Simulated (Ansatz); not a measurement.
The starting structures come from a database of crystals and need not be the phases stable at ambient conditions.

Tunnelling through a barrier is set by its complex band structure: the current falls as exp(−2κd) with the smallest κ.

Input:

```yaml
crystal:
  lattice:
    - [6.02567, 0.00000, 0.00000]
    - [0.00000, 6.02567, 0.00000]
    - [3.01284, -3.01284, 4.26079]
  atoms:
    - { symbol: Rb, position: [0.25000, 0.25000, 0.50000] }
    - { symbol: Rb, position: [0.75000, 0.75000, 0.50000] }
    - { symbol: H, position: [0.19269, 0.80731, 0.61462] }
    - { symbol: H, position: [0.80731, 0.19269, 0.38538] }
    - { symbol: H, position: [0.80731, 0.80731, 0.00000] }
    - { symbol: H, position: [0.19269, 0.19269, 0.00000] }
    - { symbol: H, position: [0.19269, 0.80731, 0.00000] }
    - { symbol: H, position: [0.80731, 0.19269, 0.00000] }
    - { symbol: Pt, position: [0.00000, 0.00000, 0.00000] }
```

Space group of this cell: Fm-3m. The cell is taken as given.

Transport runs along the normal of the first two printed cell vectors, the (001) plane of the conventional cell.

The gap is the functional's own, uncorrected, and κ follows it; spin-orbit coupling is left out. Mid-gap values are interpolated between the computed energies.

Problem. Predict the band gap and the smallest decay constant κ at mid-gap from r2SCAN in Ansatz (a quantum-chemistry and plane-wave program).

Solution. Gap 4.41 eV on a 8×8×8 mesh; κ = 0.463 1/Å, at the zone centre.
